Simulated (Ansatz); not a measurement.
The reference is SnTe in the rock salt structure (space group Fm-3m, No. 225; a = 6.370 Å). Axes: x, y, z lie along the cube axes.

Method: Kohn–Sham DFT with the r2SCAN functional, run in Ansatz (a program for electronic structure) with PAW and 500 eV plane waves, without spin-orbit coupling.

The change: the cell is stretched by 0.88 % along z with no lateral relaxation; the atoms relax in the strained cell.

### Question
Predict the stress tensor and what it implies for the stiffness.

### Answer
Stress of the strained cell less that of the base (GPa, compression positive):
```
  -0.03    0.00    0.00
   0.00   -0.03    0.00
   0.00    0.00   -1.05
```

Then −Δσ_ii/ε with ε = 0.0088 gives relaxed-ion elastic constants: C33 ≈ 120 GPa.

Stability against distortions was not tested.
